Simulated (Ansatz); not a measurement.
For Ta2N (P-3m1, No. 164, 3 atoms in the cell; start mp-10196), PBE-D4 (Ansatz, an electronic-structure program, PAW) gives:

```
Quantity               Value
-------------------  -------
lattice parameter a  3.088 Å
lattice parameter c  4.860 Å
```

Task: What does HSE06 (PAW; Ansatz) give for the same quantities?

Result: 
- lattice constant a: 3.081 Å (drops by 0.2 %)
- lattice parameter c: 4.849 Å (decreases by 0.2 %)

Changes are worked out from the printed values.

Unless a cell is named, each level is at its own relaxed cell (PBE-D4 13.38, HSE06 13.29 Å³/atom).

Levels without +SOC leave out spin–orbit coupling, which shifts energies and cells of such heavy elements.

Caveats: exact exchange on metals is sensitive to the k mesh and can open a false gap (HSE06); the relaxation could not lower the start's symmetry, so the cell can be a saddle point above a distorted one (PBE-D4, HSE06); the run warned that the count of filled bands differs between k points (HSE06). Ansatz's density-functional and Hartree–Fock values are scalar-relativistic unless marked +SOC, with PAW data made under PBE.

A start named mp-… is a Materials Project structure, which need not be a measured phase.
